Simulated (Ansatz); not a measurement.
Consider BN in the zinc blende structure (space group F-43m, No. 216).

```
CELL_PARAMETERS angstrom
      0.00000     1.79027     1.79027
      1.79027     0.00000     1.79027
      1.79027     1.79027     0.00000
ATOMIC_POSITIONS crystal
  B  0.00000 0.00000 0.00000
  N  0.25000 0.25000 0.25000
```

Cartesian axes are those of the cell as printed.

Calculations: plane-wave PAW DFT at the LDA level (Ansatz, an electronic-structure program, 420 eV), no SOC.

For the base:

The electron mass comes out as 0.90 mₑ along k, 0.30 mₑ across (at X) and the band gap is 4.39 eV. The valence-band top at Γ comes out as 0.00, 0.00, 0.00 eV.

It is then changed as follows: uniaxial strain ε_zz = −1.00 %, all other strain components held at zero, atoms relaxed at fixed cell.

### Question
How does this affect the electron mass, stress, band gap and valence-band top at Γ?

### Answer
The electron mass goes from 0.90 mₑ along k, 0.30 mₑ across (at X) to 0.87 mₑ along k, 0.30 mₑ across (at X); the stress (xx, yy, zz, yz, xz, xy; compression positive) is (2.00, 2.00, 8.32, 0.00, 0.00, 0.00) GPa; the band gap drops by 0.176 eV (4.39 eV → 4.22 eV); the valence-band top at Γ (three highest levels, from the VBM) becomes 0.00, -0.10, -0.10 eV (base: 0.00, 0.00, 0.00 eV).

Masses are band curvatures over ±0.01 Å⁻¹ around the edge. Along k means along the line from Γ to the band edge. Whether these cells are dynamically stable was not tested.
